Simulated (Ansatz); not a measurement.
Structures of equal composition on the (111)A surface of 3C silicon carbide (Si plane on top): (√3x√3)R30° Si adatom at H3; (√3x√3)R30° Si adatom at T4. The slabs share one bottom face, and each structure is named by its start. These are constructed structures in small cells; real faces may alloy, dewet or reconstruct in larger ones, and not all known structures of the face are among them. Slabs of about 10 Å with all that they carry, Fermi-Dirac smearing of 0.025 eV. Bottom of the slabs: H caps. Relaxed from the named starts with such symmetry as they have, on meshes of like density; energies extrapolated to zero smearing; no spin-orbit coupling, no U. Spin-polarised runs, if any, are marked in brackets, and their order is one that fits the cell; the others ran without spin. Where a second, spin-polarised start was run, the lower counts.

Host crystal: 3C silicon carbide, with a band gap (PBE, scalar-relativistic without spin-orbit coupling).

Level of theory: PBE (plane waves to 420 eV, PAW; Ansatz, an electronic-structure program).

Q: Put the candidates in order of energy per 1x1 cell, lowest first, for PBE.

A: (√3x√3)R30° Si adatom at T4 (0.000 eV [spin, 1.0 μB a cell], gap 0.41 eV on the mesh), (√3x√3)R30° Si adatom at H3 (0.210 eV [spin start, no net moment], no gap over 0.04 eV on the mesh)
